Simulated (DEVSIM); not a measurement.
Structure: Schottky contact on n-type Si, at 300 K.

```tsv
layer (left to right)	material	thickness (μm)	Nd (cm⁻³)	τn (s)	τp (s)
1	Si	2.00	4.5e16	1.4e-7	1.4e-7
2	Si	26.0	2.7e18	1.4e-7	1.4e-7
```

Left contact: Schottky, work function 4.69 eV, emission velocity 4.9e6 cm/s. Right contact: ohmic. Voltage is applied to the left contact. Recombination: SRH at mid-gap. Mobility is constant in doping.

Constants are typed, rounded textbook-type inputs, not results; the design itself was drawn at random and stands for no fabricated device. Values at 300 K.

```tsv
parameter	Si
gap (eV)	1.124
affinity (eV)	4.05
permittivity	11.7
Nc (cm⁻³)	2.86e19
Nv (cm⁻³)	3.1e19
μn (cm²/Vs)	1417
μp (cm²/Vs)	470
```

DEVSIM, 1D drift-diffusion, Boltzmann statistics, complete ionisation; no tunnelling, impact ionisation, image-force lowering or self-heating. Metal contacts follow the ideal Schottky-Mott rule: no Fermi-level pinning, no interface dipoles.

The doping Nd of layer 1 was swept, all else fixed.

| doping Nd of layer 1 (cm^-3) | dark forward voltage at 100 A/cm² (V) | dark forward voltage at 1 A/cm² (V) |
|---|---|---|
| 1.4e15 | 0.397 | 0.214 |
| 4.5e15 | 0.350 | 0.208 |
| 1.4e16 | 0.334 | 0.206 |
| 4.5e16 | 0.327 | 0.204 |
| 1.4e17 | 0.324 | 0.203 |
| 4.5e17 | 0.323 | 0.203 |
| 1.4e18 | 0.323 | 0.203 |

From the first row to the last the dark forward voltage at 100 A/cm² goes from 0.397 to 0.323. From the first row to the last the dark forward voltage at 1 A/cm² goes from 0.214 to 0.203.
